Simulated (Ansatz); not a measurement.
Ansatz (a quantum-chemistry and plane-wave program) run on Ru (P6_3/mmc, 2 atoms in the cell): self-consistent single point.

Method: PBE with spin-orbit coupling (plane waves, PAW; Ansatz).

```yaml
crystal:
  lattice:
    - [1.35500, -2.34693, 0.00000]
    - [1.35500, 2.34693, 0.00000]
    - [0.00000, 0.00000, 4.28000]
  atoms:
    - { symbol: Ru, position: [0.33333, 0.66667, 0.25000] }
    - { symbol: Ru, position: [0.66667, 0.33333, 0.75000] }
```

Reference input (self-consistent single point, DFT, PBE, plane waves, default PAW files): kpoints.mp_grid.grid = 9 9 5; hamiltonian.xc = pbe; hamiltonian.pseudopotentials = {kind: paw} (the program's default PAW files); scf.occupations.method = fermi_dirac; scf.occupations.width = 0.136 eV. This run's input differs from it in these lines:

Ansatz 0.2 input:
```diff
@@ -14,2 +14,5 @@
   pseudopotentials: { kind: paw }
+magnetization:
+  noncollinear: true
+  spin_orbit: true
 scf:
```

The program printed (abridged):

```
SCF iter   1: F=—  HF=-11761.850083 eV  |F-HF|=—  |Δ(HF+E_count)|=         —  Δρ=1.22e-1  dr2=3.92e0  dr2_m=0.00e0 (ungated)  ethr=3.10e-3  |M|=0.00e0 ∫|m|=0.00e0 μB  |m|>n=0.0e0 m-floor=0.0e0 τ_xc=0.0e0  β_m=0.30  ⟨swp⟩=7.6  Hψ=3452  notcnv=0
all-band conjugate gradients solve this SCF's bands
preconditioner: auto → none
   [... lines left out ...]
SCF iter   6: F=—  HF=-11760.591650 eV  |F-HF|=—  |Δ(HF+E_count)|=   5.61e-6  Δρ=1.90e-5  dr2=2.42e-8  dr2_m=0.00e0 (ungated)  ethr=3.13e-10  |M|=0.00e0 ∫|m|=0.00e0 μB  |m|>n=0.0e0 m-floor=0.0e0 τ_xc=0.0e0  β_m=0.77  ⟨swp⟩=7.8  Hψ=4393  notcnv=0
SCF iter   7: F=-11760.591650 eV  HF=-11760.591650 eV  |F-HF|=3.90e-9  |Δ(HF+E_count)|=   1.27e-8  Δρ=5.69e-6  dr2=7.28e-9  dr2_m=0.00e0 (ungated)  ethr=7.56e-11  |M|=0.00e0 ∫|m|=0.00e0 μB  |m|>n=0.0e0 m-floor=0.0e0 τ_xc=0.0e0  ⟨swp⟩=2.0  Hψ=2439  notcnv=0
SCF 1 converged in 7 iterations: F = -11760.591650 eV  dr2 = 7.28e-9
Magnetization: |M| = 0.0000 μB,  M = (+0.0000, +0.0000, +0.0000) μB
Absolute magnetization: 0.0000 μB (∫|m|)
  site 0: m = (+0.0000, +0.0000, +0.0000) μB, |m| = 0.0000 μB  (R = 1.09 Å)
  site 1: m = (+0.0000, +0.0000, +0.0000) μB, |m| = 0.0000 μB  (R = 1.09 Å)
Free energy (F): -11760.591650 eV
Internal energy: -11760.501993 eV  (E = F + TS)
E sigma→0 (E₀):  -11760.546822 eV
Entropy (-TS):   -0.089657 eV (-44.828 meV/atom)
Fermi energy:    23.518224 eV
--- Forces (eV/Å), atoms counted from 1 ---
  atom   1  Ru    -0.00000000     0.00000000     0.00000000
  atom   2  Ru    -0.00000000    -0.00000000     0.00000000
--- Stress (GPa, compression-positive) ---
        3.974628       0.000000       0.000000
        0.000000       3.974628       0.000000
        0.000000       0.000000       3.821586
  P = ⅓ Tr σ = 3.9236 GPa (39.236 kbar)
  The stress holds the Pulay correction. Without it, at fixed plane waves, as pw.x and ABINIT print it: P = 3.8508 GPa
```

The run converged in 7 iterations. Against the reference run the pressure goes from 3.79 to 3.92 GPa.

The starting cell has typed, rounded lattice constants, without a prior relaxation at this level. With a pressure of about 4 GPa the cell is away from its equilibrium volume at this level. Ansatz's pressure includes its estimate of the finite-basis (Pulay) stress.
